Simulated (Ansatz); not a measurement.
A computed series for Cu3N: response to strain

The reference is Cu$_{3}$N (space group Pm-3m, No. 221).

```xyz
4
Lattice="3.7649 0.0000 0.0000 0.0000 3.7649 0.0000 0.0000 0.0000 3.7649" Properties=species:S:1:pos:R:3 pbc="T T T"
Cu     1.8825     0.0000     0.0000
Cu     0.0000     1.8825     0.0000
Cu     0.0000     0.0000     1.8825
N      0.0000     0.0000     0.0000
```

Cartesian axes are those of the cell as printed.

Strains are applied to the cell and any free atomic positions relax; under biaxial strain the out-of-plane vector relaxes too.

All numbers come from PBEsol, PAW, 420 eV (Ansatz, a program for electronic structure; scalar-relativistic without spin-orbit coupling).

Notes on the quantities. pressure: mean of the normal stresses, compression positive; energy relative to the base: free energy F.

```csv
change,shortest interatomic distance,pressure,energy relative to the base
base,188.2 pm,0.0 GPa,0 meV/atom
"biaxial strain −2.50 %, plane normal [111], relaxed out of plane",187.6 pm,1.8 GPa,+5.5 meV/atom
"biaxial strain −2.00 %, plane normal [111], relaxed out of plane",187.7 pm,1.4 GPa,+3.5 meV/atom
"biaxial strain −1.50 %, plane normal [111], relaxed out of plane",(withheld),(withheld),(withheld)
"biaxial strain −1.00 %, plane normal [111], relaxed out of plane",188.0 pm,0.7 GPa,+0.8 meV/atom
"biaxial strain −0.50 %, plane normal [111], relaxed out of plane",188.1 pm,0.3 GPa,+0.2 meV/atom
```

Task: What belongs in the blanks?

Result: 
- biaxial strain −1.50 %, plane normal [111], relaxed out of plane, shortest interatomic distance: 187.8 pm
- biaxial strain −1.50 %, plane normal [111], relaxed out of plane, pressure: 1.0 GPa
- biaxial strain −1.50 %, plane normal [111], relaxed out of plane, energy relative to the base: +1.9 meV/atom

Whether these cells are dynamically stable was not tested. All final runs are without spin polarisation.
